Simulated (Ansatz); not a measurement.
# A computed series for SiO2: alloy series

Base system: SiO$_{2}$ in the rutile structure (space group P4_2/mnm, No. 136; a = 4.236 Å, c = 2.690 Å).

The other end (x = 1) is SiC2 in the rutile structure (space group P4_2/mnm, No. 136; a hypothetical phase, not in the database extracts checked): 10.15 Å³/atom, gap zero; this end may not be an ambient phase.

C replaces a fraction x of O; each row is one arrangement (x, atoms in the cell, starting space group or random), fully relaxed.

Computed with PBE, PAW, 420 eV (Ansatz, a program for electronic structure; no spin-orbit coupling).

Only one of these keeps a band gap. Which?
A. x(C) = 0.125, 12 atoms, Cm
B. x(C) = 0.5, 12 atoms, Pmm2
C. x(C) = 0.25, 12 atoms, Cmmm

A, x(C) = 0.125, 12 atoms, Cm. Computed: x(C) = 0.25, 12 atoms, Cmmm: zero; x(C) = 0.125, 12 atoms, Cm: 0.69 eV; x(C) = 0.5, 12 atoms, Pmm2: zero

The magnetic state is the one reached from the starting moments; the real material's order can differ, and small cells can't hold many antiferromagnetic ones. Each cell is one ordered arrangement of few atoms, which overstates ordering effects compared with a random alloy. Whether these cells are dynamically stable was not tested. Spin-polarised in the final run: SiCO; the other runs are not. Under x(C) = 0.5, 12 atoms, Pmm2 the cell changed shape so far that it is another structure. The zero or small gap of Si2CO3 can change with the level of theory.
